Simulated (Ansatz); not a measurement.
The starting structures come from a database of crystals and need not be the phases stable at ambient conditions.

Here is the system:

```xyz
4
Lattice="4.3662 0.0000 0.0000 -2.1831 6.1924 0.0000 0.0000 0.0000 4.9922" Properties=species:S:1:pos:R:3 pbc="T T T"
Tl     0.0000     4.8009     3.7441
Tl     2.1831     1.3915     1.2480
Br     2.1831     4.5284     1.2480
Br     0.0000     1.6640     3.7441
```

Space group of this cell: Cmcm. The cell was relaxed by PBE-D3(BJ); by PBEsol its mean pressure is -1.0 GPa.

Transport runs along the normal of the first two printed cell vectors.

The gap is the functional's own. No spin-orbit coupling. Mid-gap values are interpolated on the energy grid.

**Question.** Predict the band gap and the smallest decay constant κ at mid-gap from PBEsol run with Ansatz (a program for electronic structure).

**Answer.** Gap 2.16 eV on a 8×8×6 mesh; κ = 0.169 1/Å, at (0.000, 0.500) of the in-plane reciprocal vectors. At the zone centre, at the nearest computed energy, the slowest state has κ = 0.24 1/Å.
